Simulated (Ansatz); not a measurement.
Start from AlN (space group P6_3/mmc, No. 194; a = 3.302 Å, c = 4.141 Å; a cell from a computed database, its experimental status unchecked). Axes: x lies along a and z along c of the hexagonal cell.

It is then changed as follows: uniaxial stress, 3 GPa tension along x; all other stress components relax to zero.

Levels (all Ansatz, an electronic-structure program, PAW): PBEsol (420 eV, without spin-orbit coupling); r2SCAN (500 eV, spin-orbit coupling left out).

The geometry is relaxed with PBEsol.

| Property | Result |
|---|---|
| PBEsol electron mass | 0.34 mₑ along z, 0.30 mₑ across (at Γ) |
| PBEsol width of the top valence band | 2.58 eV |
| PBEsol band gap | 3.31 eV |

With r2SCAN at the same geometry, the electron mass goes from 0.34 mₑ along z, 0.30 mₑ across (at Γ) to 0.35 mₑ along z, 0.30 mₑ across (at Γ); the width of the top valence band increases by 0.049 eV, from 2.58 eV to 2.62 eV; the band gap rises by 0.66 eV to 3.97 eV.

Single points use the geometry relaxed with PBEsol. Load acts through the strain it causes; cell and atoms are relaxed under it. Effective masses come from finite differences of ±0.01 Å⁻¹. Beyond what the load breaks, stability against distortions was not tested. This is not the structure that AlN has at room temperature and ambient pressure.
